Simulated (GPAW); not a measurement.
## How a calculation on Mg6TiMo (Amm2, 8 atoms in the cell) responds to its settings

```
Mg6TiMo
1.0
    4.97675     0.00000     0.00000
    0.00000     2.89107     5.54417
    0.00000    -2.89107     5.54417
Mg Ti Mo
6 1 1
Direct
  0.50000   0.67260   0.17388
  0.50000   0.17388   0.67260
  0.00000   0.82917   0.34279
  0.00000   0.34279   0.82917
  0.00000   0.32106   0.32106
  0.00000   0.81626   0.81626
  0.50000   0.17077   0.17077
  0.50000   0.67348   0.67348
```

Base run A: GPAW 25.7.0 with PBEsol, GPAW PAW datasets PBEsol (made by gpaw-setup), self-consistent single point.

Its settings: mode = pw; ecut = 800 eV; xc = PBEsol; kpts = 3 3 3; mesh shift (steps) = 0 0 0; occupations.name = fermi-dirac; occupations.width = 0.1 eV; nbands = -16; convergence.density = 1e-05 e/electron; symmetry.symmorphic = false; symmetry.tolerance = 0.0005; maxiter = 100.

The starting cell comes from a database of computed structures (which also holds hypothetical and non-ambient phases and stackings), without a prior relaxation at this level. Spin polarisation is off. Without a gap this mesh is coarse (it stands for a supercell whose shortest vector is 15 Å).

ΔF is the free energy per atom less that of run A. 

Runs B, C, E sample the zone with one or two k-points, far too few for so small a cell.

| run | kpts, kpts_shift | ΔF (meV/atom) | pressure (GPa) | largest force (eV/Å) | k-points |
|---|---|---|---|---|---|
| A | 3 3 3, 0 0 0 | 0.00 | -1.82 | 0.084 | 8 |
| B | 1 1 1, 0 0 0 | 141.0 | -2.21 | 0.496 | 1 |
| C | 1 1 1, 0.5 0.5 0.5 | -254.0 | -1.33 | 0.373 | 1 |
| D | 2 2 2, 0 0 0 | 26.4 | -1.16 | 0.170 | 6 |
| E | 2 2 2, 0.5 0.5 0.5 | -25.4 | -1.54 | 0.093 | 2 |
| F | 3 3 3, 0.5 0.5 0.5 | -16.2 | -1.85 | 0.090 | 8 |
| G | 3 3 3, 0 0 0.5 | 3.5 | -1.65 | 0.075 | 10 |

Run E against A: The free energy drops by 25.4 meV/atom, the pressure goes from -1.82 to -1.54 GPa and the largest force goes from 0.084 to 0.093 eV/Å.

Run C against A: The free energy drops by 254 meV/atom, the pressure goes from -1.82 to -1.33 GPa and the largest force goes from 0.084 to 0.373 eV/Å.

Run D against A: The free energy goes up by 26.4 meV/atom, the pressure goes from -1.82 to -1.16 GPa and the largest force goes from 0.084 to 0.170 eV/Å.
